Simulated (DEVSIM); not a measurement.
System: Pd/HfO2/p-Si capacitor, at 300 K.

```tsv
layer (left to right)	material	thickness (nm)	Na (cm⁻³)
1	HfO2	17.0	-
2	Si	1700	1.1e17
```

Metal gate on the left, work function 5.2 eV. Fixed charge at the semiconductor interface -1e11 cm⁻² (in units of +e); no interface traps.

Constants are typed, rounded textbook-type inputs, not results; the design itself was drawn at random and stands for no fabricated device. Values at 300 K.

```tsv
parameter	HfO2	Si
gap (eV)	5.7	1.124
affinity (eV)	2.5	4.05
permittivity	22	11.7
Nc (cm⁻³)	-	2.86e19
Nv (cm⁻³)	-	3.1e19
```

Simulated with DEVSIM: 1D Poisson equation in equilibrium, Boltzmann statistics, complete ionisation; no quantum confinement or tunnelling. Metal contacts follow the ideal Schottky-Mott rule: no Fermi-level pinning, no interface dipoles.

The substrate doping was swept, all else fixed.

```json
[
 {"substrate doping (cm^-3)": "5.5e15", "flat-band voltage (V)": "0.26", "threshold voltage (band bending 2φF) (V)": "0.97", "minimum of the low-frequency capacitance (μF/cm²)": "0.0290"},
 {"substrate doping (cm^-3)": "1.1e16", "flat-band voltage (V)": "0.25", "threshold voltage (band bending 2φF) (V)": "1.01", "minimum of the low-frequency capacitance (μF/cm²)": "0.0388"},
 {"substrate doping (cm^-3)": "2.2e16", "flat-band voltage (V)": "0.23", "threshold voltage (band bending 2φF) (V)": "1.04", "minimum of the low-frequency capacitance (μF/cm²)": "0.0533"},
 {"substrate doping (cm^-3)": "5.5e16", "flat-band voltage (V)": "0.20", "threshold voltage (band bending 2φF) (V)": "1.11", "minimum of the low-frequency capacitance (μF/cm²)": "0.0783"},
 {"substrate doping (cm^-3)": "1.1e17", "flat-band voltage (V)": "0.19", "threshold voltage (band bending 2φF) (V)": "1.17", "minimum of the low-frequency capacitance (μF/cm²)": "0.107"},
 {"substrate doping (cm^-3)": "2.2e17", "flat-band voltage (V)": "0.17", "threshold voltage (band bending 2φF) (V)": "1.26", "minimum of the low-frequency capacitance (μF/cm²)": "0.141"}
]
```

From the first row to the last the flat-band voltage goes from 0.26 to 0.17. From the first row to the last the threshold voltage (band bending 2φF) goes from 0.97 to 1.26.
